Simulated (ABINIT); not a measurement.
## A self-consistent single point of Rb (Im-3m, 1 atom in the cell) with ABINIT

Computed with LDA (PW92), PAW (JTH v2.0 LDA PAW) (plane waves; ABINIT).

Input:

```
# Rb, JTH v2.0 LDA PAW
pp_dirpath "./"
pseudos "Rb.LDA_PW-JTH.xml"
acell 4.9077226620 4.9077226620 4.9077226620 Angstrom
rprim
        -0.5773502692    0.5773502692    0.5773502692
         0.5773502692   -0.5773502692    0.5773502692
         0.5773502692    0.5773502692   -0.5773502692
natom 1
ntypat 1
znucl 37
typat 1
xred    0.0000000000    0.0000000000    0.0000000000
ecut 40 Ry
pawecutdg 80 Ry
occopt 3
tsmear 0.00367493
nband 10
kptopt 1
ngkpt 5 5 5
nshiftk 1
shiftk 0 0 0
nstep 80
toldfe 1.0e-09
prtwf 0
prtden 0
prtvol 1
enunit 2
```

The program printed (abridged):

```
 Symmetries : space group Im -3 m (#229); Bravais cI (body-center cubic)

 -outvars: echo values of preprocessed input variables --------
            acell      9.2742517673E+00  9.2742517673E+00  9.2742517673E+00 Bohr
             ecut      2.00000000E+01 Hartree
           enunit           2
              ixc       -1012
         kptrlatt        5    0    0      0    5    0      0    0    5
          kptrlen      4.63712588E+01
            natom           1
            nband          10
            ngfft          40      40      40
          ngfftdg          54      54      54
             nkpt          10
            nstep          80
             nsym          48
           ntypat           1
           occopt           3
        pawecutdg      4.00000000E+01 Hartree
            rprim     -5.7735026920E-01  5.7735026920E-01  5.7735026920E-01
                       5.7735026920E-01 -5.7735026920E-01  5.7735026920E-01
                       5.7735026920E-01  5.7735026920E-01 -5.7735026920E-01
          spgroup         229
           toldfe      1.00000000E-09 Hartree
           tsmear      3.67493000E-03 Hartree
            typat      1
           useylm           1
            znucl       37.00000

== DATASET  1 ==================================================================

 Real(R)+Recip(G) space primitive vectors, cartesian coordinates (Bohr,Bohr^-1):
 R(1)= -5.3544918  5.3544918  5.3544918  G(1)=  0.0000000  0.0933795  0.0933795
 R(2)=  5.3544918 -5.3544918  5.3544918  G(2)=  0.0933795  0.0000000  0.0933795
 R(3)=  5.3544918  5.3544918 -5.3544918  G(3)=  0.0933795  0.0933795  0.0000000
 Unit cell volume ucvol=  6.1406558E+02 bohr^3
 Angles (23,13,12)=  1.09471221E+02  1.09471221E+02  1.09471221E+02 degrees

 Coarse grid specifications (used for wave-functions):

 getcut: wavevector=  0.0000  0.0000  0.0000  ngfft=  40  40  40
         ecut(hartree)=     20.000   => boxcut(ratio)=   2.14374

 Fine grid specifications (used for densities):

 getcut: wavevector=  0.0000  0.0000  0.0000  ngfft=  54  54  54
         ecut(hartree)=     40.000   => boxcut(ratio)=   2.04512

   4.46312809E+02                                ecore*ucvol(ha*bohr**3)

_setup2: Arith. and geom. avg. npw (full set) are    2623.208    2623.184

--- !BeginCycle
solver: {iscf: 17, nstep: 80, nline: 4, wfoptalg: 10, }
tolerances: {toldfe: 1.00E-09, }
...

     iter   Etot(hartree)      deltaE(h)  residm     nres2
 ETOT  1  -24.464558836421    -2.446E+01 3.109E-02 9.558E-02
 ETOT  2  -24.489923716542    -2.536E-02 9.439E-04 7.167E-02
 ETOT  3  -24.489719065809     2.047E-04 3.951E-04 2.291E-02
 ETOT  4  -24.489656426716     6.264E-05 3.337E-05 3.386E-03
 ETOT  5  -24.489660018764    -3.592E-06 1.829E-05 1.195E-03
 ETOT  6  -24.489654549195     5.470E-06 9.289E-06 2.985E-05
 ETOT  7  -24.489654533076     1.612E-08 8.809E-06 1.026E-05
 ETOT  8  -24.489654478643     5.443E-08 5.640E-06 5.881E-08
 ETOT  9  -24.489654479511    -8.683E-10 5.153E-06 2.632E-08
 ETOT 10  -24.489654479439     7.248E-11 3.290E-06 1.507E-09

 At SCF step   10, etot is converged :
  for the second time, diff in etot=  7.248E-11 < toldfe=  1.000E-09

 Cartesian components of stress tensor (hartree/bohr^3)
  sigma(1 1)=  1.45180812E-05  sigma(3 2)=  0.00000000E+00
  sigma(2 2)=  1.45180812E-05  sigma(3 1)=  0.00000000E+00
  sigma(3 3)=  1.45180812E-05  sigma(2 1)=  0.00000000E+00

 ----iterations are completed or convergence reached----

 reduced coordinates (array xred) for    1 atoms
       0.000000000000      0.000000000000      0.000000000000
 cartesian forces (eV/Angstrom) at end:
    1     -0.00000000000000    -0.00000000000000    -0.00000000000000
 frms,max,avg= 0.0000000E+00 0.0000000E+00   0.000E+00  0.000E+00  0.000E+00 e/A
 length scales=  9.274251767336  9.274251767336  9.274251767336 bohr
              =  4.907722662000  4.907722662000  4.907722662000 angstroms
 Fermi (or HOMO) energy (hartree) =  -0.01553   Average Vxc (hartree)=  -0.21149
 Eigenvalues (hartree) for nkpt=  10  k points:
 kpt#   1, nband= 10, wtk=  0.00800, kpt=  0.0000  0.0000  0.0000 (reduced coord)
  -1.07730   -0.49057   -0.49057   -0.49057   -0.08917    0.11948    0.11948    0.11948
   0.15538    0.15538
      occupation numbers for kpt#   1
   2.00000    2.00000    2.00000    2.00000    2.00000    0.00000    0.00000    0.00000
   0.00000    0.00000
 prteigrs : prtvol=0 or 1, do not print more k-points.

 Fermi (or HOMO) energy (eV) =  -0.42266   Average Vxc (eV)=  -5.75497
 Eigenvalues (   eV  ) for nkpt=  10  k points:
 kpt#   1, nband= 10, wtk=  0.00800, kpt=  0.0000  0.0000  0.0000 (reduced coord)
 -29.31496  -13.34898  -13.34898  -13.34898   -2.42632    3.25112    3.25112    3.25112
   4.22804    4.22804
 prteigrs : prtvol=0 or 1, do not print more k-points.

--- !EnergyTerms
comment             : Components of total free energy in Hartree
kinetic             :  8.45703638351205E+00
hartree             :  7.13225353208167E+00
xc                  : -6.29664649936087E+00
Ewald energy        : -1.37631134254011E+01
psp_core            :  7.26816197051747E-01
local_psp           : -1.70698407875999E+01
spherical_terms     : -3.67511820590110E+00
internal            : -2.44886128056176E+01
'-kT*entropy'       : -1.07184286588132E-03
total_energy        : -2.44896846484835E+01
total_energy_eV     : -6.66398209580232E+02
...

-Cartesian components of stress tensor (GPa)         [Pressure= -4.2714E-01 GPa]
- sigma(1 1)=  4.27136625E-01  sigma(3 2)=  0.00000000E+00
- sigma(2 2)=  4.27136625E-01  sigma(3 1)=  0.00000000E+00
- sigma(3 3)=  4.27136625E-01  sigma(2 1)=  0.00000000E+00

 Calculation completed.
```

The run converged in 10 iterations.

The starting cell has typed, rounded lattice constants, without a prior relaxation at this level. Its lattice was rescaled by up to half a per cent.

These are the values that this program gave, and no reference: the one-centre exchange-correlation terms come from a truncated expansion.
